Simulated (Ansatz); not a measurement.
Consider Re in the hcp (Mg type) structure (space group P6_3/mmc, No. 194; a = 2.776 Å, c = 4.481 Å; relaxed with 0.1 eV smearing).

Level of theory: PBE/PAW in Ansatz (a program for electronic structure), without spin-orbit coupling.

Base values:

The pressure is 0.0 GPa. The band gap is zero.

One thing is altered: every lattice vector is stretched by 0.50 %, atoms relaxed at fixed cell.

Question: What happens to the energy relative to the base, pressure and band gap?

Answer: The energy increases by 3.8 meV/atom; the pressure (mean of the normal stresses, compression positive) goes from zero to -5.3 GPa; the band gap stays zero.

The cells carry an imposed strain or load. Stability against distortions was not tested. The final runs are not spin-polarised.
